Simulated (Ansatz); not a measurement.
Abridged Ansatz (a first-principles code) output:

```
Pseudopotential: H, paw, valence charge 1
Crystal: 1 atoms, lattice volume = 2.914 Å³
Basis set: ecut = 420 eV, 55 PW (Γ), exchange–correlation on 24×24×24 points (8 copies of the dense FFT grid, shifted against one another)
Bands: 5, of which v1, the nominal top of the filled ones, is band 1 counted from 1 (0 counted from 0)
Symmetry: 48 space group operations
k-points: 1240 of 46656
Functional: x = pbesol(κ = 0.804, μ = 0.12345679012345678), c = pbesol(β = 0.046)
SCF iter   1: F=—  HF=-14.565420 eV  |F-HF|=—  |Δ(HF+E_count)|=         —  Δρ=4.81e-3  dr2=2.15e-4  ethr=2.05e-5  ⟨swp⟩=1.0  Hψ=60118  notcnv=0
SCF iter   2: F=—  HF=-14.566420 eV  |F-HF|=—  |Δ(HF+E_count)|=   1.00e-3  Δρ=2.44e-3  dr2=5.48e-5  ethr=2.05e-5  ⟨swp⟩=1.0  Hψ=6200  notcnv=0
SCF 1 converged in 5 iterations: F = -14.566720 eV  dr2 = 1.25e-14
SCF converged after 5 iterations
Free energy (F): -14.566720 eV
Internal energy: -14.565891 eV  (E = F + TS)
E sigma→0 (E₀):  -14.566306 eV
Entropy (-TS):   -0.000830 eV (-0.830 meV/atom)
Fermi energy:    4.024487 eV
--- Forces (eV/Å), atoms counted from 1 ---
  atom   1  H      0.00000000    -0.00000000    -0.00000000
--- Stress (GPa, compression-positive) ---
       -0.000104      -0.000000       0.000000
       -0.000000      -0.000104       0.000000
        0.000000       0.000000      -0.000104
  P = ⅓ Tr σ = -0.0001 GPa (-0.001 kbar)
```

Q: What was computed, and what are the main results?

A: H, 1 atom in the cell, with plane-wave PAW DFT at the PBEsol level (Ansatz, 420 eV), without spin-orbit coupling, earlier PAW set. The last SCF converged to F = -14.566720 eV, or -14.5667 eV per atom, at a pressure of 0.00 GPa. The total energy compares only with runs of the same code, potentials and settings.

Stability against distortions was not tested. The cell was made from K by this change: K → H; the result is a model cell.
